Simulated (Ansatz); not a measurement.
Structures of equal composition on the (111)A surface of zinc-blende AlAs (Al plane on top): 2x2 Al adatom at H3; 2x2 Al adatom at T4. The slabs share one bottom face, and each structure is named by its start. These are constructed structures in small cells; real faces may alloy, dewet or reconstruct in larger ones, and not all known structures of the face are among them. Slabs of about 14 Å, Fermi-Dirac smearing of 0.025 eV. Bottom of the slabs: H caps. Relaxed from the named starts with such symmetry as they have, on meshes of like density; energies extrapolated to zero smearing; spin only where a row says so; no spin-orbit coupling, no U. Brackets mark spin-polarised runs, whose order is one that fits the cell. Where a second, spin-polarised start was run, the lower counts.

These are PBE (plane waves to 420 eV, PAW; Ansatz, a quantum-chemistry and plane-wave program) values and carry that method's errors.

### Question
Rank these by energy per 1x1 cell (lowest first), as PBE gives it.

### Answer
2x2 Al adatom at T4 (0.000 eV, gap 0.46 eV on the mesh), 2x2 Al adatom at H3 (0.072 eV, gap 0.32 eV on the mesh)
